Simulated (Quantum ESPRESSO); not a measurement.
# Variants of one calculation on TiGeIr (Pnma, 12 atoms in the cell)

```yaml
crystal:
  lattice:
    - [6.44190, 0.00000, 0.00000]
    - [0.00000, 4.03920, 0.00000]
    - [0.00000, 0.00000, 7.54213]
  atoms:
    - { symbol: Ti, position: [0.02718, 0.25000, 0.31300] }
    - { symbol: Ti, position: [0.97282, 0.75000, 0.68700] }
    - { symbol: Ti, position: [0.47282, 0.75000, 0.81300] }
    - { symbol: Ti, position: [0.52718, 0.25000, 0.18700] }
    - { symbol: Ge, position: [0.26072, 0.25000, 0.62146] }
    - { symbol: Ge, position: [0.73928, 0.75000, 0.37854] }
    - { symbol: Ge, position: [0.23928, 0.75000, 0.12146] }
    - { symbol: Ge, position: [0.76072, 0.25000, 0.87854] }
    - { symbol: Ir, position: [0.15466, 0.25000, 0.93929] }
    - { symbol: Ir, position: [0.84534, 0.75000, 0.06071] }
    - { symbol: Ir, position: [0.34534, 0.75000, 0.43929] }
    - { symbol: Ir, position: [0.65466, 0.25000, 0.56071] }
```

Base run A: LDA (PZ), PSlibrary ultrasoft (LDA) pseudopotentials run with Quantum ESPRESSO 7.5, self-consistent single point.

Its settings: ecutwfc = 60 Ry; ecutrho = 660 Ry; occupations = smearing; smearing = marzari-vanderbilt; degauss = 0.0073499 Ry; K_POINTS = automatic 3 5 3 0 0 0; conv_thr = 1e-10 Ry; mixing_beta = 0.7.

The starting cell comes from a database of computed structures (which also holds hypothetical and non-ambient phases and stackings), without a prior relaxation at this level. Its lattice was rescaled by a random factor within 2.5 % of one. Spin polarisation is off. In the base run, with a pressure of about -18 GPa the cell is away from its equilibrium volume at this level.

ΔF is the free energy per atom less that of run A. 

Runs D sample the zone with one or two k-points, far too few for so small a cell.

Run A gave: pressure (GPa) -17.61; largest force (eV/Å) 0.185; k-points 12.

Runs:
- B: conv_thr: 1e-10 Ry → 7.3e-14 Ry
- C: smearing: marzari-vanderbilt → gaussian; degauss: 0.0073499 Ry → 0.0147 Ry
- D: K_POINTS: automatic 3 5 3 0 0 0 → gamma

What does run D change against A?

The free energy goes up by 197 meV/atom, the pressure goes from -17.61 to -19.45 GPa and the largest force goes from 0.185 to 0.872 eV/Å.

What does run C change against A?

The free energy goes down by 8.0 meV/atom, the pressure goes from -17.61 to -17.48 GPa and the largest force moves little (0.185 to 0.186 eV/Å).

```csv
run,ΔF (meV/atom),pressure (GPa),largest force (eV/Å),k-points
A,0.00,-17.61,0.185,12
B,0.00,-17.61,0.185,12
C,-8.0,-17.48,0.186,12
D,197.1,-19.45,0.872,1
```
